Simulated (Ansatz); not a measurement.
Candidates (primitive cells; geometry: relaxed with this functional, without spin-orbit coupling):
A. NiSb (P6_3/mmc), a = 3.915 Å, b = 3.915 Å, c = 5.074 Å, α = 90.00°, β = 90.00°, γ = 120.00°
B. CuSn (P6_3/mmc), a = b = 4.1202 Å, c = 4.9739 Å, α = β = 90.00°, γ = 120.00°
C. RhTe (P6_3/mmc), a = b = 4.011 Å, c = 5.593 Å, α = β = 90.00°, γ = 120.00°
D. NiS (P6_3/mmc), a = b = 3.4051 Å, c = 5.0756 Å, α = β = 90.00°, γ = 120.00°
E. PdSb (P6_3/mmc), a = b = 4.089 Å, c = 5.568 Å, α = β = 90.00°, γ = 120.00°

### Question
Rank these by mean free path at 300 K (highest first), as PBEsol, DFPT electron-phonon coupling, linearised Boltzmann equation (Ansatz, an electronic-structure program) gives it.

### Answer
B (17.1 nm), A (12.0 nm), E (7.6 nm), C (4.9 nm), D (3.2 nm)

Metals; harmonic phonons alone scatter; means over directions. The mean free path is weighted by the current that each state carries. Halving the electron mesh moves these values by up to 8 %; q meshes are mostly untested. Some of the runs warned that the eigensolver left states short of its tolerance. Spin-orbit coupling is left out.

Formula and space group known from diffraction (Crystallography Open Database), not checked to be the room-temperature form: CuSn (P6_3/mmc), NiS (P6_3/mmc), NiSb (P6_3/mmc), PdSb (P6_3/mmc), RhTe (P6_3/mmc). Treated as nonmagnetic (a ferromagnetic start lost its moment, other orders weren't tried): NiS (P6_3/mmc), NiSb (P6_3/mmc).
